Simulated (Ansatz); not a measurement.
Start from InAs in the zinc blende structure (space group F-43m, No. 216; a = 6.1091 Å). Axes: x, y, z lie along the cube axes.

Level of theory: Ansatz (a program for electronic structure), r2SCAN, PAW, cutoff 500 eV, no spin-orbit coupling.

The change: uniaxial strain ε_zz = −5.58 %, all other strain components held at zero; the atoms relax in the strained cell.

Predict the stress tensor and what it implies for the stiffness.

Stress of the strained cell less that of the base (GPa, compression positive):
```
   3.08    0.00    0.00
   0.00    3.08    0.00
   0.00    0.00    4.88
```

Then −Δσ_ii/ε with ε = -0.0558 gives secant stiffness values (nonlinear terms included at this strain): C33 ≈ 87 GPa, C13 ≈ 55 GPa and C23 ≈ 55 GPa.

As a check, the harmonic strain energy −½ V₀ Δσ:ε is 24 meV/atom; the computed energy rise is 24 meV/atom.

Whether these cells are dynamically stable was not tested.
